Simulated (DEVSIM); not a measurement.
Structure: Pd/SiO2/n-Si capacitor, at 300 K.

Layer 1 from the left is SiO2, thickness (nm) 5.60. Layer 2 from the left is Si, thickness (nm) 2400, Nd (cm⁻³) 5.5e16.

Metal gate on the left, work function 5.2 eV. Fixed charge at the semiconductor interface 0 cm⁻² (in units of +e); no interface traps.

The device is made up for the run: typed textbook-type constants, with dimensions and the other settings drawn at random. Values at 300 K.

SiO2: gap (eV) 9, affinity (eV) 0.9, permittivity 3.9. Si: gap (eV) 1.124, affinity (eV) 4.05, permittivity 11.7, Nc (cm⁻³) 2.86e19, Nv (cm⁻³) 3.1e19.

Problem. Estimate by hand the flat-band voltage, the threshold voltage, and compare with a numerical solution.

Solution. 
- Flat-band voltage: C = 0.617 μF/cm², work-function difference 0.988 V; VFB = φms − qNf/C = 0.99 V; numerical 0.99 V.
- Threshold voltage: φF = 0.399 V, depletion charge √(4εqNφF) = 1.21e-7 C/cm²; VT = VFB − 2φF − Qd/C = -0.01 V; numerical -0.01 V.

Model (solved in DEVSIM): 1D Poisson equation in equilibrium, Boltzmann statistics, complete ionisation; no quantum confinement or tunnelling. Metal contacts follow the ideal Schottky-Mott rule: no Fermi-level pinning, no interface dipoles.
